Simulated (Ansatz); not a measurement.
Several settings converged on Ti3Zn (I4mm, 4 atoms in the cell)

```
Ti3Zn
1.0
   -1.96921     1.96921     4.20397
    1.96921    -1.96921     4.20397
    1.96921     1.96921    -4.20397
Ti Zn
3 1
Direct
  0.75000   0.25000   0.50000
  0.25000   0.75000   0.50000
  0.50595   0.50595   0.00000
  0.00000   0.00000   0.00000
```
Moments meant for the start (each program seeds them in its own way; μB, in the order of the atoms Ti Ti Ti Zn): 1.0 1.0 1.0 0.0.

Base method: PBEsol, default PAW files made with PBE (plane waves; Ansatz, a first-principles code).

Base settings: basis.ecutwfc = 420 eV; kpoints.mp_grid.grid = 8 8 8; hamiltonian.xc = pbesol; hamiltonian.pseudopotentials = {kind: paw} (the program's default PAW files); magnetization.spin_polarized = true; scf.occupations.method = fermi_dirac; scf.occupations.width = 0.1 eV.

The count of work is k-points × plane waves × bands × iterations; it is no time. Core times come from one kind of shared machine, to one figure; runs under 30 s give none.

**The k-point mesh**

The second cell is the first with its lattice scaled by 0.98.

Only quantities that move along the ladder and can be compared are tabulated.

| kpoints.mp_grid.grid | free energy less the last step's (meV/atom) | energy of the compressed cell less the first (meV/atom) | pressure (GPa) | largest difference of a force vector from the last step's (eV/Å) | count of work / last | core time / last (rough) |
|---|---|---|---|---|---|---|
| 2 2 2 | -17.86 | -13.36 | -5.47 | 0.106 | 0.025 | – |
| 3 3 3 | -14.30 | -8.35 | -4.65 | 0.016 | 0.037 | – |
| 4 4 4 | 1.46 | -7.04 | -4.47 | 0.023 | 0.085 | – |
| 6 6 6 | 0.37 | -8.59 | -4.68 | 0.002 | 0.18 | – |
| 8 8 8 | -0.19 | -8.54 | -4.68 | 0.001 | 0.36 | 0.4 |
| 9 9 9 | 0.05 | -8.50 | -4.67 | 0.000 | 0.46 | 0.4 |
| 12 12 12 | 0.00 | -8.53 | -4.68 | 0.000 | 1.0 | 1 |

Coarsest kpoints.mp_grid.grid that holds the energy of the compressed cell less the first within 0.5 meV/atom of the last step, with all finer ones: 6 6 6, at 0.18 of the last step's count of work; the step before is off by 1.5 meV/atom.

Coarsest kpoints.mp_grid.grid that holds the pressure within 0.5 GPa of the last step, with all finer ones: 3 3 3, at 0.037 of the last step's count of work; the step before is off by 0.79 GPa.

Coarsest kpoints.mp_grid.grid that holds the free energy within 1 meV/atom of the last step, with all finer ones: 6 6 6, at 0.18 of the last step's count of work; the step before is off by 1.5 meV/atom.

**The k-point mesh at a smearing width of 0.02 eV**

In this ladder: scf.occupations.width = 0.02 eV.

Only quantities that move along the ladder and can be compared are tabulated.

```csv
kpoints.mp_grid.grid,free energy less the last step's (meV/atom),pressure (GPa),largest difference of a force vector from the last step's (eV/Å),net moment (μB/atom),count of work / last,core time / last (rough)
4 4 4,5.98,-4.55,0.038,0.027,0.040,–
5 5 5,1.44,-5.10,0.002,0.000,0.055,–
6 6 6,0.25,-4.97,0.011,0.000,0.086,–
9 9 9,0.13,-4.96,0.001,0.000,0.23,0.2
13 13 13,0.01,-4.94,0.001,0.000,0.56,0.5
16 16 16,0.00,-4.94,0.000,0.000,1.0,1
```

Coarsest kpoints.mp_grid.grid that holds the net moment within 0.02 μB/atom of the last step, with all finer ones: 5 5 5, at 0.055 of the last step's count of work; the step before is off by 0.027 μB/atom.

Coarsest kpoints.mp_grid.grid that holds the forces within 0.005 eV/Å of the last step, with all finer ones: 9 9 9, at 0.23 of the last step's count of work and about 0.2 of the last step's time; the step before is off by 0.011 eV/Å.

Coarsest kpoints.mp_grid.grid that holds the free energy within 1 meV/atom of the last step, with all finer ones: 6 6 6, at 0.086 of the last step's count of work; the step before is off by 1.4 meV/atom.

**The k-point mesh at a smearing width of 0.3 eV**

In this ladder: scf.occupations.width = 0.3 eV.

Only quantities that move along the ladder and can be compared are tabulated.

```csv
kpoints.mp_grid.grid,free energy less the last step's (meV/atom),count of work / last
4 4 4,-1.11,0.037
6 6 6,0.03,0.086
9 9 9,0.00,0.21
16 16 16,0.00,1.0
```

Coarsest kpoints.mp_grid.grid that holds the free energy within 0.5 meV/atom of the last step, with all finer ones: 6 6 6, at 0.086 of the last step's count of work; the step before is off by 1.1 meV/atom.

On the base run: the starting cell comes from a database of computed structures (which also holds hypothetical and non-ambient phases and stackings), without a prior relaxation at this level. Its lattice was rescaled by up to half a per cent. One atom was moved a little off its site on purpose. The starting moments vanished: the run ended non-magnetic. The program warned that a starting moment was not kept. In the base run, with a pressure of about -5 GPa the cell is away from its equilibrium volume at this level. Ansatz's pressure includes its estimate of the finite-basis (Pulay) stress.

Keys are those of Ansatz 0.2.
